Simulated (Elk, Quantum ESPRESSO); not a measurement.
# One structure in several programs: HoPd₂ (I4/mmm, 3 atoms in the cell)

Self-consistent single point.

```
HoPd2
1.0
   -2.01322     2.01322     4.27929
    2.01322    -2.01322     4.27929
    2.01322     2.01322    -4.27929
Ho Pd
1 2
Direct
  0.00000   0.00000   0.00000
  0.75000   0.25000   0.50000
  0.25000   0.75000   0.50000
```
Moments meant for the start (each program seeds them in its own way; μB, in the order of the atoms Ho Pd Pd): 4.0 0.0 0.0.

All programs got the same cell, k-point mesh and kind of occupations, and the same starting moments (in Elk's words: spinpol = true; swidth = 0.00999582 Ha); potentials, basis and cutoffs are each program's usual ones.

```json
[
 {"code": "Elk", "model": "PBEsol, all-electron FP-LAPW, Elk's shipped species files, APW+lo basis with extra local orbitals", "size of the net moment (μB/atom)": "1.24", "cutoff": "rgkmax 8"},
 {"code": "Quantum ESPRESSO", "model": "PBEsol, SSSP 1.1.2 efficiency (PBE) pseudopotentials", "size of the net moment (μB/atom)": "1.25", "cutoff": "60 Ry"}
]
```

The spread over the programs that give each value: size of the net moment within 0.01 μB/atom.

The starting cell comes from a database of computed structures (which also holds hypothetical and non-ambient phases and stackings), without a prior relaxation at this level. Its lattice was rescaled by a random factor within 2.5 % of one. On Elk's run: Spin-orbit coupling is off. With one magnetic atom in the cell only a parallel order is possible. With U or open f shells several self-consistent states can exist. The f electrons are in the valence without U or exact exchange, which can misplace them near the Fermi level. Spin-orbit terms, which matter for f shells, are left out. Values depend on the basis (sphere radii, cutoffs, local orbitals), which need not be converged.

### Question
Why do the programs differ, and what cannot be compared?

### Answer
Differences of this kind can come from the potentials, where these differ, and from what each basis and cutoff leave unconverged. The zero of total energies and Fermi levels follows the potentials and each program's conventions, so they are not compared here. Elk treats all electrons, but the usual bases taken here (sphere radii, linearisation, local orbitals, empty states) were not tested for convergence, so the values are no reference for the others. Site moments depend on each program's spheres or projections; the total moment of the cell does not.

Left out of this page: Ansatz (with a known weakness of the program).
